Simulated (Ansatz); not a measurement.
## PBE against PBEsol: hypothetical P4_2/mnm MgO, pressure 3 GPa

Take MgO (space group P4_2/mnm, No. 136; a = 5.565 Å, c = 3.292 Å; a hypothetical phase, not in the database extracts checked) as the base.

(Cell as relaxed with PBE.)

Levels (all Ansatz, a first-principles code, PAW): PBE (420 eV, no spin-orbit coupling); PBEsol (420 eV, spin-orbit coupling left out).

Each level relaxes its own structure.

```
base                      PBE    PBEsol
-------------------  --------  --------
volume per atom      12.75 Å³  12.43 Å³
lattice parameter a   5.565 Å   5.510 Å
band gap              3.38 eV   3.36 eV
```

Modification: cell and atoms relaxed at a pressure of 3 GPa.

```tsv
quantity	PBE	PBEsol
band gap	3.50 eV	3.47 eV
smallest direct gap	3.51 eV	3.48 eV
lattice parameter a	5.498 Å	5.443 Å
```

PBE's band gap lies 0.03 eV above PBEsol's; PBE's smallest direct gap lies 0.03 eV above PBEsol's; PBE's lattice parameter a lies 0.055 Å above PBEsol's (1.0 %). Neither level is exact; PBEsol is the comparison here, not a measurement.

Load acts through the strain it causes; cell and atoms are relaxed under it. Whether these cells are dynamically stable was not tested.
